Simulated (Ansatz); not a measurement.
A zone-centre phonon calculation of BN (F-43m, 2 atoms in the cell) with Ansatz (a first-principles code).

Computed with PBE, PAW files (plane waves; Ansatz).

```xyz
2
Lattice="0.0000 1.7985 1.7985 1.7985 0.0000 1.7985 1.7985 1.7985 0.0000" Properties=species:S:1:pos:R:3 pbc="T T T"
B      0.0000     0.0000     0.0000
N      0.8992     0.8992     0.8992
```

Reference input (self-consistent single point, DFT, PBE, plane waves, PAW files): basis.ecutwfc = 30.9 Ry; kpoints.mp_grid.grid = 12 12 12; hamiltonian.xc = pbe; hamiltonian.pseudopotentials = {kind: paw} (the program's default PAW files); scf.occupations.method = fermi_dirac; scf.occupations.width = 0.0015 Ry. This run's input differs from it in these lines:

Ansatz 0.2 input:
```diff
@@ -17,7 +17,8 @@
 scf:
-  occupations: { method: fermi_dirac, width: 0.0015 Ry }
-output:
-  forces: true
-  eigenvalues: true
-  stress: true
+  occupations: { method: fixed }
+phonons:
+  method: dfpt
+  qmesh: [3, 3, 3]
+  dielectric: true
+  rigid_motions: translations
```

Log, with long lists cut:

```
SCF iter   1: F=—  HF=-542.948731 eV  |F-HF|=—  |Δ(HF+E_count)|=         —  Δρ=1.49e-1  dr2=2.07e0  ethr=3.10e-3  ⟨swp⟩=3.9  Hψ=12665  notcnv=0  defer=477
all-band conjugate gradients solve this SCF's bands
preconditioner: auto → none
SCF iter   2: F=—  HF=-542.328148 eV  |F-HF|=—  |Δ(HF+E_count)|=   6.21e-1  Δρ=6.47e-2  dr2=2.65e-1  ethr=3.10e-3  ⟨swp⟩=2.0  Hψ=6599  notcnv=0  defer=68
SCF iter   3: F=—  HF=-542.276272 eV  |F-HF|=—  |Δ(HF+E_count)|=   5.19e-2  Δρ=2.33e-2  dr2=3.75e-2  ethr=3.10e-3  ⟨swp⟩=3.0  Hψ=3696  notcnv=0  defer=461
   [... lines left out ...]
SCF iter   5: F=—  HF=-542.273077 eV  |F-HF|=—  |Δ(HF+E_count)|=   1.45e-4  Δρ=2.78e-4  dr2=4.36e-6  ethr=4.67e-6  ⟨swp⟩=3.0  Hψ=3730  notcnv=0  defer=543
SCF iter   6: F=—  HF=-542.273077 eV  |F-HF|=—  |Δ(HF+E_count)|=   5.34e-7  Δρ=1.87e-5  dr2=9.97e-9  ethr=5.44e-8  ⟨swp⟩=2.7  Hψ=3465  notcnv=0  defer=14
SCF iter   7: F=—  HF=-542.273077 eV  |F-HF|=—  |Δ(HF+E_count)|=   9.07e-8  Δρ=2.02e-6  dr2=3.91e-10  ethr=1.25e-10  ⟨swp⟩=2.0  Hψ=3352  notcnv=0
SCF iter   8: F=-542.273077 eV  HF=-542.273077 eV  |F-HF|=5.68e-13  |Δ(HF+E_count)|=  8.27e-11  Δρ=1.12e-7  dr2=7.97e-13  ethr=1.25e-12  ⟨swp⟩=6.4  Hψ=11196  notcnv=0
SCF 1 converged in 8 iterations: F = -542.273077 eV  dr2 = 7.97e-13
DFPT response loops at Γ: preconditioner auto → none (the input reference at scf.mixing.eps_inf says where Resta's filter doesn't serve); β = 0.50 …
DFPT response loops at q = (0, 0, 0.3333333333333333) (fractional): mixed as the last ones told, above
DFPT response loops at q = (0, 0.3333333333333333, 0.3333333333333333) (fractional): mixed as the last ones told, above
DFPT response loops at q = (0, 0.3333333333333333, -0.33333333333333337) (fractional): mixed as the last ones told, above
Free energy (F): -542.273077 eV
Internal energy: -542.273077 eV  (E = F + TS)
E sigma→0 (E₀):  -542.273077 eV
Fermi energy:    11.412668 eV
   [... lines left out ...]
  k-mesh period / interband length: 30.5 Å / 1.29 Å = 23.68 at k = (0.0000, 0.0000, 0.0000), direct gap 8.898 eV — 14 or more, which is no proof of convergence
   [... lines left out ...]
  largest difference from the sums on the solved wave vectors: F 1.00e-2 eV, S 1.98e-5 and C_V 9.33e-6 eV/K
  zero-point energy: 0.318309 eV/cell   skipped modes (ω ≤ 0): 3   left out of the sums: 1.85e-5 of the cell's modes …
```

The run converged in 8 iterations. 

Summary of the result:
Free energy E − TS (on the zero of these files): -542.2731 eV
Top of the valence band (on the code's own zero): 11.41 eV
Gap on the k-point mesh: 4.48 eV
Zone-centre frequencies (cm⁻¹; negative means imaginary): 0, 0, 0, 1054, 1054, 1054
ε∞ at this k-point mesh, which may be far from converged in small-gap cells (xx, yy, zz): 4.59, 4.59, 4.59
Born charges at this mesh (mean of the diagonal, e): B 1.90, N -1.90

The starting cell has typed, rounded lattice constants, without a prior relaxation at this level. Its lattice was rescaled by up to half a per cent. The frequencies listed for the zone centre hold no LO-TO term.

Cost on one core of a shared machine: roughly 40 s.
